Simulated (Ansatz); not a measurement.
Data:

```
CELL_PARAMETERS angstrom
      3.12284     0.00000     0.00000
      1.56142     2.70446     0.00000
      0.00000     0.00000     5.06487
ATOMIC_POSITIONS crystal
  Si 0.66667 0.66667 0.00110
  Si 0.33333 0.33333 0.50110
  C  0.66667 0.66667 0.62410
  C  0.33333 0.33333 0.12410
```

No spin polarisation.

Level of theory: Ansatz (a quantum-chemistry and plane-wave program), PBE, PAW, cutoff 420 eV, without spin-orbit coupling, earlier PAW set. Settings: 12×12×7 k-points, 0.05 eV Fermi–Dirac smearing.

Predict the pressure and space group.

The pressure (mean of the normal stresses, compression positive) is -3.74 GPa. The space group is P6_3mc (No. 186).

The cells carry an imposed strain or load. No phonon test of stability was made. The cell was made from SiC in the wurtzite structure (space group P6_3mc, No. 186) by this change: biaxial strain +1.00 %, plane normal [001], relaxed out of plane.
